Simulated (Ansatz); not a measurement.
Consider PbO2 in the rutile structure (space group P4_2/mnm, No. 136; a = 4.9983 Å, c = 3.4115 Å).

Modification: every Pb is replaced by Sn; the structure is relaxed again.

Levels (all Ansatz, an electronic-structure program, PAW): PBEsol (420 eV, no SOC); PBEsol+SOC (420 eV, spin-orbit coupling included).

The geometry is relaxed with PBEsol.

| Property | Value |
|---|---|
| PBEsol band gap | 0.92 eV |
| PBEsol electron mass | 0.17 mₑ along c, 0.19 mₑ across (at Γ) |
| PBEsol valence-band top at Γ | 0.00, -0.77, -0.77 eV |

### Question
Predict the band gap, electron mass and valence-band top at Γ from PBEsol+SOC.

### Answer
The band gap hardly moves (0.92 eV against 0.93 eV); the electron mass remains 0.17 mₑ along c, 0.19 mₑ across (at Γ); the valence-band top at Γ (three highest Kramers pairs, from the VBM) changes from 0.00, -0.77, -0.77 eV to 0.00, -0.76, -0.78 eV.

Single points use the geometry relaxed with PBEsol. The spin-orbit shifts are approximate. Masses are band curvatures over ±0.01 Å⁻¹ around the edge. Whether these cells are dynamically stable was not tested. The runs without spin-orbit coupling are not spin-polarised.
